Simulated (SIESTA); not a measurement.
# A self-consistent single point of SrIn₃Au₃ (Pmmn, 14 atoms in the cell) with SIESTA

Level of theory: LDA PW92, numerical atomic orbitals DZP, PseudoDojo LDA standard norm-conserving potentials (rewritten from UPF to PSML) in SIESTA.

Input as run:

```
# files in the folder: Sr.psml In.psml Au.psml (PseudoDojo LDA standard)
SystemName  Sr(InAu)3
SystemLabel Sr(InAu)3

NumberOfAtoms                14
NumberOfSpecies              3
%block ChemicalSpeciesLabel
  1 38 Sr
  2 49 In
  3 79 Au
%endblock ChemicalSpeciesLabel
LatticeConstant              1.0 Ang
%block LatticeVectors
     4.591840000    0.000000000    0.000000000
     0.000000000    7.823750000    0.000000000
     0.000000000    0.000000000    9.164750000
%endblock LatticeVectors
AtomicCoordinatesFormat      Bohr
%block AtomicCoordinatesAndAtomicSpecies
     4.338660004    0.000000000   12.593068126  1
     0.000000000    7.392372384    4.725799375  1
     0.000000000    4.476081478   15.341572398  2
     0.000000000   10.308663289   15.341572398  2
     4.338660004    2.916290905    1.977295103  2
     4.338660004   11.868453862    1.977295103  2
     0.000000000    0.000000000    6.405209956  2
     4.338660004    7.392372384   10.913657544  2
     0.000000000   10.794490002   10.213975297  3
     0.000000000    3.990254765   10.213975297  3
     4.338660004   11.382627149    7.104892203  3
     4.338660004    3.402117618    7.104892203  3
     4.338660004    7.392372384   16.460890805  3
     0.000000000    0.000000000    0.857976696  3
%endblock AtomicCoordinatesAndAtomicSpecies

XC.functional                LDA
XC.authors                   PW92
PAO.BasisSize                DZP
PAO.EnergyShift              0.01 Ry
MeshCutoff                   400 Ry
%block kgrid.MonkhorstPack
    6   0   0  0.5
    0   4   0  0.5
    0   0   3  0.5
%endblock kgrid.MonkhorstPack
OccupationFunction           MP
OccupationMPOrder            0
ElectronicTemperature        100.0 meV

MaxSCFIterations             150
SCF.Mixer.Method             Broyden
SCF.Mixer.Weight             0.1
SCF.Mixer.History            6
SCF.DM.Tolerance             1.0E-04
Diag.ParallelOverK           true
WriteForces                  true
Charge.Mulliken              end
```

Output (repeated stretches shortened):

```
reinit: Reading from file input.fdf

reinit: System Name: Sr(InAu)3
reinit: System Label: Sr(InAu)3

coor:   Atomic-coordinates input format  =     Cartesian coordinates
coor:                                            (in Bohr units)

siesta: Atomic coordinates (Bohr) and species
siesta:      4.33866   0.00000  12.59307  1        1
siesta:      0.00000   7.39237   4.72580  1        2
siesta:      0.00000   4.47608  15.34157  2        3
siesta:      0.00000  10.30866  15.34157  2        4
siesta:      4.33866   2.91629   1.97730  2        5
siesta:      4.33866  11.86845   1.97730  2        6
siesta:      0.00000   0.00000   6.40521  2        7
siesta:      4.33866   7.39237  10.91366  2        8
siesta:      0.00000  10.79449  10.21398  3        9
siesta:      0.00000   3.99025  10.21398  3       10
siesta:      4.33866  11.38263   7.10489  3       11
siesta:      4.33866   3.40212   7.10489  3       12
siesta:      4.33866   7.39237  16.46089  3       13
siesta:      0.00000   0.00000   0.85798  3       14

siesta: System type = bulk

initatomlists: Number of atoms, orbitals, and projectors:     14   240   294

siesta: ******************** Simulation parameters ****************************
redata: Spin configuration                          = none
redata: Time-Reversal Symmetry                      = T
redata: Number of Atomic Species                    =        3
redata: Mesh Cutoff                                 =   400.0000 Ry
redata: Net charge of the system                    =     0.0000 |e|
redata: Min. number of SCF Iter                     =        0
redata: Max. number of SCF Iter                     =      150
redata: SCF convergence failure will abort job
redata: SCF mix quantity                            = Hamiltonian
redata: Mix DM or H after convergence               =   F
redata: Recompute H after scf cycle                 =   F
redata: Mix DM in first SCF step                    =   T
   [... lines left out ...]
diag: Used triangular part                          = Lower
diag: Absolute tolerance                            =  0.100E-15
diag: Orthogonalization factor                      =  0.100E-05
diag: Memory factor                                 =  1.0000

superc: Internal auxiliary supercell:     5 x     3 x     3  =      45
superc: Number of atoms, orbitals, and projectors:    630  10800  13230

                        Single-point calculation

superc: Internal auxiliary supercell:     5 x     3 x     3  =      45
superc: Number of atoms, orbitals, and projectors:    630  10800  13230

outcell: Unit cell vectors (Ang):
        4.591840    0.000000    0.000000
        0.000000    7.823750    0.000000
        0.000000    0.000000    9.164750

outcell: Cell vector modules (Ang)   :    4.591840    7.823750    9.164750
outcell: Cell angles (23,13,12) (deg):     90.0000     90.0000     90.0000
outcell: Cell volume (Ang**3)        :    329.2474
new_DM -- step:     1
Initializing Density Matrix...

Attempting to read DM from file... Failed...
DM filled with atomic data:

InitMesh: MESH = 60 x 96 x 120 = 691200
InitMesh: Mesh cutoff (required, used) =   400.000   416.116 Ry

stepf: Methfessel-Paxton step function
       Using Hermite-Gauss polynomials of order  0
        iscf     Eharris(eV)        E_KS(eV)     FreeEng(eV)     dDmax    Ef(eV) dHmax(eV)
   scf:    1   -36411.161260   -36659.082714   -36659.121137  1.755448 -1.670523 27.905742
   scf:    2   -36789.398005   -36735.292976   -36735.324095  0.434341 -2.409629 17.167805
   scf:    3   -36774.989279   -36759.069641   -36759.101267  0.275388 -2.805831  5.803908
   scf:    4   -36765.666489   -36763.277184   -36763.309439  0.131971 -2.991040  1.855860
   scf:    5   -36763.647641   -36763.740614   -36763.775654  0.101965 -3.104445  1.500468
   scf:    6   -36762.207266   -36763.491344   -36763.527662  0.080863 -3.021192  2.983384
   scf:    7   -36764.127472   -36764.034701   -36764.070601  0.056557 -3.079223  0.296094
   scf:    8   -36763.936403   -36763.993888   -36764.029750  0.011602 -3.091916  0.853700
   scf:    9   -36764.058214   -36764.038322   -36764.074482  0.013295 -3.077973  0.092539
   scf:   10   -36764.039073   -36764.038947   -36764.075146  0.001895 -3.075976  0.009577
   scf:   11   -36764.038960   -36764.038957   -36764.075162  0.000236 -3.076468  0.005293
   scf:   12   -36764.038964   -36764.038962   -36764.075166  0.000184 -3.076675  0.003704
   scf:   13   -36764.038976   -36764.038969   -36764.075169  0.000167 -3.076900  0.002216
   scf:   14   -36764.038977   -36764.038973   -36764.075171  0.000104 -3.077020  0.001608
   scf:   15   -36764.038978   -36764.038976   -36764.075171  0.000065 -3.077129  0.000858
SCF Convergence by DM+H criterion
max |DM_out - DM_in|         :     0.0000654202
max |H_out - H_in|      (eV) :     0.0008582777
SCF cycle converged after 15 iterations

Using DM_out to compute the final energy and forces

siesta: E_KS(eV) =           -36764.0390

siesta: E_KS - E_eggbox =    -36764.0390

siesta: Atomic forces (eV/Ang):
     1    0.000000    0.000000   -0.161041
     2   -0.000000   -0.000000    0.161041
     3   -0.000000    0.127491   -0.115354
     4    0.000000   -0.127491   -0.115354
     5    0.000000   -0.127491    0.115354
     6   -0.000000    0.127491    0.115354
     7   -0.000000   -0.000000    0.170657
     8   -0.000000   -0.000000   -0.170657
     9    0.000000   -0.143600   -0.151751
    10   -0.000000    0.143600   -0.151751
    11    0.000000    0.143600    0.151751
    12    0.000000   -0.143600    0.151751
    13   -0.000000   -0.000000    0.052943
    14   -0.000000   -0.000000   -0.052943
   Tot    0.000000    0.000000    0.000000
   Max    0.170657
   Res    0.098629    sqrt( Sum f_i^2 / 3N )
   Max    0.170657    constrained

Stress tensor Voigt[x,y,z,yz,xz,xy] (kbar):       39.74       29.57       36.66       -0.00       -0.00       -0.00
(Free)E + p*V (eV/cell)   -36771.3339
Target enthalpy (eV/cell)   -36764.0752

siesta: Program's energy decomposition (eV):
siesta: Ebs     =     -5638.078860
siesta: Eions   =     47060.239812
siesta: Ena     =      5227.882525
siesta: Ekin    =     14187.191546
siesta: Enl     =     -1743.139271
siesta: Eso     =         0.000000
siesta: Edftu   =         0.000000
siesta: DEna    =       381.919525
siesta: DUscf   =        14.163729
siesta: DUext   =         0.000000
siesta: Ex      =     -7133.795421
siesta: Ec      =      -638.021797
siesta: Exc     =     -7771.817218
siesta: Eharris =    -36764.038978
siesta: Etot    =    -36764.038976
siesta: FreeEng =    -36764.075171

siesta: Atomic forces (eV/Ang):
siesta:      1    0.000000    0.000000   -0.161041
siesta:      2   -0.000000   -0.000000    0.161041
siesta:      3   -0.000000    0.127491   -0.115354
siesta:      4    0.000000   -0.127491   -0.115354
   [... lines left out ...]
siesta: Cell volume =        329.247385 Ang**3
siesta:         -35.32229700        -31.31332240  kBar
   [... lines left out ...]

              0.095   0.139   0.136
  11 18.377   1.918   0.503   0.002   1.993   1.995   1.994   0.169   0.256
              0.223   1.790   1.779   1.762   1.709   1.731   0.084   0.098

              0.095   0.139   0.136
  12 18.377   1.918   0.503   0.002   1.993   1.995   1.994   0.169   0.256
              0.223   1.790   1.779   1.762   1.709   1.731   0.084   0.098

              0.095   0.139   0.136
  13 18.403   1.902   0.287   0.104   1.988   1.990   1.991   0.309   0.230
              0.317   1.738   1.745   1.746   1.741   1.758   0.093   0.115

              0.104   0.138   0.106
  14 18.403   1.902   0.287   0.104   1.988   1.990   1.991   0.309   0.230
              0.317   1.738   1.745   1.746   1.741   1.758   0.093   0.115

              0.104   0.138   0.106

mulliken: Qtot =      212.000

Mulliken Atomic Populations:
Atom #   charge [q] valence [e]  Species
     1     1.125180    8.874820  Sr
     2     1.125180    8.874820  Sr
     3    -0.724403   13.724403  In
     4    -0.724403   13.724403  In
     5    -0.724403   13.724403  In
     6    -0.724403   13.724403  In
     7    -1.520343   14.520343  In
     8    -1.520343   14.520343  In
     9     0.623440   18.376560  Au
    10     0.623440   18.376560  Au
    11     0.623440   18.376560  Au
    12     0.623440   18.376560  Au
    13     0.597090   18.402910  Au
    14     0.597090   18.402910  Au
 Total    -0.000000
```

The run converged in 15 iterations.

The starting cell comes from a database of computed structures (which also holds hypothetical and non-ambient phases and stackings), without a prior relaxation at this level. Values carry the incompleteness of an atom-centred basis. With a pressure of about -4 GPa the cell is away from its equilibrium volume at this level.

Cost on one core of a shared machine: roughly 4 min.
